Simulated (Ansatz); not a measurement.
The starting structures come from a database of crystals and need not be the phases stable at ambient conditions.

 Where the default PAW files enter, the runs use the earlier of Ansatz's two default sets.

Given:

```
CELL_PARAMETERS angstrom
      4.20893     0.00000     0.00000
      0.00000     4.20893     0.00000
      0.00000     0.00000     4.08266
ATOMIC_POSITIONS crystal
  Zr 0.00000 0.00000 0.00000
  Pb 0.50000 0.50000 0.50000
  O  0.50000 0.00000 0.00000
  O  0.00000 0.50000 0.00000
  O  0.00000 0.00000 0.50000
```

Space group of this cell: P4/mmm. The cell is strained (lengths along the current scaled by 0.97, ions clamped); by r2SCAN its mean pressure is -0.6 GPa.

Transport runs along the normal of the first two printed cell vectors, the (001) (indices of the unstrained crystal) plane of the conventional cell.

No gap correction and no spin-orbit coupling; mid-gap values are interpolated between computed energies.

Question: State the band gap and the smallest decay constant κ at mid-gap according to r2SCAN in Ansatz (a first-principles code).

Answer: Gap 2.68 eV on a 8×8×8 mesh; κ = 0.199 1/Å, at the zone centre.
